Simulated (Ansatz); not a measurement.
The reference is CdS in the zinc blende structure (space group F-43m, No. 216; a = 5.8777 Å). Axes: x, y, z lie along the cube axes.

Method: r2SCAN (Ansatz, a first-principles code, PAW, no spin-orbit coupling).

Before the change:

Valence-band top at Γ: 0.00, 0.00, 0.00 eV

Perturbation: a pure shear with ε_xy = ε_yx = 0.0114, atoms relaxed at fixed cell.

Question: What does the calculation give for the stress after the change?

Answer: The stress (xx, yy, zz, yz, xz, xy; compression positive) amounts to (0.00, 0.00, -0.01, 0.00, 0.00, -0.59) GPa.

Question: What happens to the energy relative to the base?

Answer: The energy rises by 1.1 meV/atom.

Question: Predict the new valence-band top at Γ.

Answer: The valence-band top at Γ (three highest levels, from the VBM) becomes 0.00, -0.05, -0.09 eV (base: 0.00, 0.00, 0.00 eV).

The levels and masses belong to the bands next to the band gap. The cells carry an imposed strain or load. No phonon test of stability was made.
